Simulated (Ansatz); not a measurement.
Results of PBE (Ansatz, a program for electronic structure, PAW) for LaZnNO (model structure, started from the LaZnOP type, P4/nmm, No. 129, 8 atoms in the cell).

Numerical settings: plane-wave cutoff 520 eV, 8×8×4 k mesh (along the axes of the cell as run), Fermi–Dirac smearing 0.01 eV, scalar-relativistic PAW data made under PBE.

Cell (relaxed at this level):

Space group P4/nmm, origin choice 1 (No. 129); a = b = 3.819 Å, c = 8.194 Å, α = β = γ = 90.00°

```json
[
 {"atom": "La", "site": "2c", "symmetry": "4mm", "x": "0.5000", "y": "0.0000", "z": "0.1625"},
 {"atom": "Zn", "site": "2b", "symmetry": "-4m2", "x": "0.5000", "y": "0.5000", "z": "0.5000"},
 {"atom": "N", "site": "2c", "symmetry": "4mm", "x": "0.0000", "y": "0.5000", "z": "0.3721"},
 {"atom": "O", "site": "2a", "symmetry": "-4m2", "x": "0.0000", "y": "0.0000", "z": "0.0000"}
]
```

What does this level give for the band gap and smallest direct gap on the k points sampled?


- band gap = 1.51 eV
- smallest direct gap on the k points sampled = 1.56 eV

Note: the relaxation could raise the start's symmetry but not lower it, so the cell can be a saddle point.

Spin–orbit coupling is not included.

Static lattice: no zero-point or thermal effects.

A model structure was made by putting elements into a prototype or built by hand; it is no filed structure, need not be a known phase, and can be a saddle point held by its symmetry.
